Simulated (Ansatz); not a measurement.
F on the 1x1 (111) surface of fcc Cu, one in a 2x1 cell, energies for each (11.4 Å²). Energies are against ½ F2(g), without zero-point or thermal terms; each row is named by its start.

All values below come from PBE (plane waves to 420 eV, PAW; Ansatz, a quantum-chemistry and plane-wave program).

Model: 9-atom slab, 6.2 Å thick at the start under the adsorbate (thin: gaps and levels are the slab's own), 6x12x1 mesh, Fermi-Dirac 0.1 eV, dipole correction, 4 atoms held, the rest relaxed; each run with such symmetry as its start has; no spin, no spin-orbit, no U, no dispersion correction.

A negative adsorption energy means that the adsorbate is more stable on the surface than in its reference. Heights count from the host atoms within 0.3 Å of the top one.

```csv
starting site,E_ads (eV),height (Å),nearest host atom (Å),bonded to,Δ work function (eV),lateral drift (Å)
top Cu,-2.48,1.41,Cu 1.97,3 Cu,(withheld),1.3
hollow Cu-Cu-Cu over Cu at depth 2.1 Å,-2.48,1.40,Cu 1.97,3 Cu,(withheld),0.2
hollow Cu-Cu-Cu over Cu at depth 4.1 Å,-2.52,1.39,Cu 1.97,3 Cu,1.94,0.2
bridge Cu-Cu (span 2.6 Å),-2.52,1.39,Cu 1.97,3 Cu,1.94,0.9
```

Question: What belongs in the gaps?

Answer: 
- top Cu, Δ work function (eV): 2.06
- hollow Cu-Cu-Cu over Cu at depth 2.1 Å, Δ work function (eV): 2.05
